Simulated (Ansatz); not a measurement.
Level of theory: PBE (plane waves to 420 eV, PAW; Ansatz, an electronic-structure program).

Electrostatic potential energy of an electron, averaged over planes parallel to the surface, in eV from the Fermi level, for a constructed model of the (110) surface of bcc Ta, a pseudomorphic layer of Zn in the host's stacking (bottom of the slab: a bare face, its two planes held):

(z (Å), V (eV)): (3.67, 4.78); (3.95, 4.78); (4.24, 4.78); (4.52, 4.77); (4.80, 4.75); (5.08, 4.72); (5.37, 4.66); (5.65, 4.54); (5.93, 4.32); (6.21, 3.89); (6.50, 3.10); (6.78, 1.63); (7.06, -1.08); (7.34, -6.00); (7.62, -12.42); (7.91, -18.16); (8.19, -19.30); (8.47, -14.85); (8.75, -8.15); (9.04, -2.91); (9.32, -1.25); (9.60, -3.97); (9.88, -9.79); (10.17, -16.32); (10.45, -19.43); (10.73, -16.60); (11.01, -10.14); (11.30, -4.26); (11.58, -1.39); (11.86, -2.92); (12.14, -8.04); (12.43, -14.68); (12.71, -19.08); (12.99, -17.81); (13.27, -11.91); (13.56, -5.56); (13.84, -1.63); (14.12, -1.76); (14.40, -5.89); (14.69, -12.31); (14.97, -18.06); (15.25, -18.97); (15.53, -14.31); (15.81, -7.67); (16.10, -2.67); (16.38, -1.30); (16.66, -4.22); (16.94, -10.10); (17.23, -16.55); (17.51, -19.38); (17.79, -16.28); (18.07, -9.78); (18.36, -4.13); (18.64, -1.75); (18.92, -4.02); (19.20, -9.60); (19.49, -16.08); (19.77, -19.38); (20.05, -16.92); (20.33, -10.74); (20.62, -4.87); (20.90, -1.43); (21.18, -2.13); (21.46, -5.92); (21.75, -9.37); (22.03, -10.36); (22.31, -8.18); (22.59, -3.89); (22.87, 0.50); (23.16, 2.42); (23.44, 3.37); (23.72, 3.86); (24.00, 4.11); (24.29, 4.24); (24.57, 4.31); (24.85, 4.35); (25.13, 4.37); (25.42, 4.38); (25.70, 4.38); (25.98, 4.38); (26.26, 4.38)

Set-up: 7 atoms, 14.3 Å thick at the start; mesh 14x14x1; 0.1 eV smearing; dipole correction on; 2 atoms held, the rest relaxed; start symmetry kept, larger cells not searched; no spin, no spin-orbit, no U. It is one candidate, not shown to be the stable structure of the face.

Q: The surface cell has an area of 7.79 Å². What dipole along the normal does the step between the two vacuum levels imply?

A: the top vacuum level lies 0.40 eV below the bottom one; p = −ε₀ A ΔV (ε₀ = 0.005526 e/(V·Å)) gives 0.02 e·Å a cell.
